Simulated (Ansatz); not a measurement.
The starting structures come from a database of crystals and need not be the phases stable at ambient conditions.

Evanescent states of Sr₃Sc₂Cu₂S₂O₅ (I4/mmm, not sure to be the ambient phase, 14 atoms a cell, 15.7 Å³ an atom, -2 GPa at this level) along the normal of (110)

Level of theory: r2SCAN (plane waves, PAW; Ansatz, a quantum-chemistry and plane-wave program).

The gap is the functional's own, uncorrected, and κ follows it; spin-orbit coupling is left out. Mid-gap values are interpolated between the computed energies.

Energies count from the valence-band top; κ is the least over a 6×4 mesh across the current.

```json
[
 {"E (eV)": "0.06", "κ (1/Å)": "0.108", "where": "Γ"},
 {"E (eV)": "0.17", "κ (1/Å)": "0.172", "where": "Γ"},
 {"E (eV)": "0.28", "κ (1/Å)": "0.205", "where": "Γ"},
 {"E (eV)": "0.39", "κ (1/Å)": "0.225", "where": "Γ"},
 {"E (eV)": "0.49", "κ (1/Å)": "0.238", "where": "Γ"},
 {"E (eV)": "0.60", "κ (1/Å)": "0.246", "where": "Γ"},
 {"E (eV)": "0.71", "κ (1/Å)": "0.250", "where": "Γ"},
 {"E (eV)": "0.82", "κ (1/Å)": "0.252", "where": "Γ"},
 {"E (eV)": "0.94", "κ (1/Å)": "0.251", "where": "Γ"},
 {"E (eV)": "1.04", "κ (1/Å)": "0.249", "where": "Γ"},
 {"E (eV)": "1.16", "κ (1/Å)": "0.244", "where": "Γ"},
 {"E (eV)": "1.26", "κ (1/Å)": "0.237", "where": "Γ"},
 {"E (eV)": "1.38", "κ (1/Å)": "0.229", "where": "Γ"},
 {"E (eV)": "1.49", "κ (1/Å)": "0.218", "where": "Γ"},
 {"E (eV)": "1.59", "κ (1/Å)": "0.205", "where": "Γ"},
 {"E (eV)": "1.71", "κ (1/Å)": "0.188", "where": "Γ"},
 {"E (eV)": "1.81", "κ (1/Å)": "0.168", "where": "Γ"},
 {"E (eV)": "1.93", "κ (1/Å)": "0.142", "where": "Γ"},
 {"E (eV)": "2.04", "κ (1/Å)": "0.105", "where": "Γ"},
 {"E (eV)": "2.15", "κ (1/Å)": "0.034", "where": "Γ"}
]
```

### Question
How thick must the barrier be to attenuate the transmission by 10^6 when the electrodes' Fermi level lies at 1.71 eV, and what attenuation does that film give at 0.39 eV?

### Answer
d = 6 ln 10 / (2 × 0.188) = 36.7 Å. At 0.39 eV it gives 6 × 0.225/0.188 = 7.2 decades.
